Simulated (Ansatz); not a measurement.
## A constructed model of the (111) surface of fcc Pt, (√3x√3)R30° layer of Bi, one a cell, on the site that continues the host's stacking (bottom of the slab: a bare face, its two planes held)

Computed with PBE (plane waves to 420 eV, PAW; Ansatz, an electronic-structure program).

Model: 19-atom slab, 13.9 Å thick at the start, 9x9x1 mesh, Fermi-Dirac 0.1 eV, dipole correction, 6 atoms held, the rest relaxed; start symmetry kept, larger cells not searched; no spin, no spin-orbit, no U. It is one candidate, not shown to be the stable structure of the face.

- work function of the top face = 3.55 eV
- energy released by relaxation = 0.59 eV
- cost = around 10 core-minutes (rough)
